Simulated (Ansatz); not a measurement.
Crystal: Cu2O (Pn-3m, 6 atoms a cell, 12.8 Å³ an atom); planes in its conventional cell.

These are r2SCAN (plane waves, PAW; Ansatz, a program for electronic structure) values and carry that method's errors.

The gap is the functional's own. No spin-orbit coupling. Mid-gap values are interpolated on the energy grid.

```
plane  area of the cell (Å²)  mid-gap κ (1/Å)  largest κ in the gap (1/Å)
-----  ---------------------  ---------------  --------------------------
(001)                   18.0             0.10                        0.12
(110)                   25.5             0.12                           …
(111)                   31.2                …                           …
```

**Question.** The slowest decay depends on the direction. Supply the withheld values.

**Answer.** 
- (110), largest κ in the gap (1/Å): 0.13
- (111), mid-gap κ (1/Å): 0.14
- (111), largest κ in the gap (1/Å): 0.15
